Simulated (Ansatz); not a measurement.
## TiC, response to strain

Take TiC in the rock salt structure (space group Fm-3m, No. 225; a = 4.328 Å; relaxed with 0.1 eV smearing) as the base. Axes: x, y, z lie along the cube axes.

Strains are applied to the cell and any free atomic positions relax; under biaxial strain the out-of-plane vector relaxes too.

The values are results of plane-wave PAW DFT at the r2SCAN level (Ansatz, an electronic-structure program, 500 eV), no SOC, not measurements.

Notes on the quantities. energy relative to the base: free energy F.

```tsv
biaxial strain, plane normal [001], relaxed out of plane (%)	energy relative to the base (meV/atom)
-3	37.6
-2.5	?
-2	16.1
-1.5	8.9
-1	3.9
-0.5	1.0
0	0.0
```

### Question
Fit ΔE = Aε² + Bε³ (ε in %) to the rows shown and predict the withheld row.

### Answer
Least squares on the printed values gives A = 3.73 and B = -0.15 meV/atom (largest residual 0.0 meV/atom); this predicts 25.6 meV/atom, and the run gives 25.7 meV/atom, in agreement.

No phonon test of stability was made. The final runs are not spin-polarised.
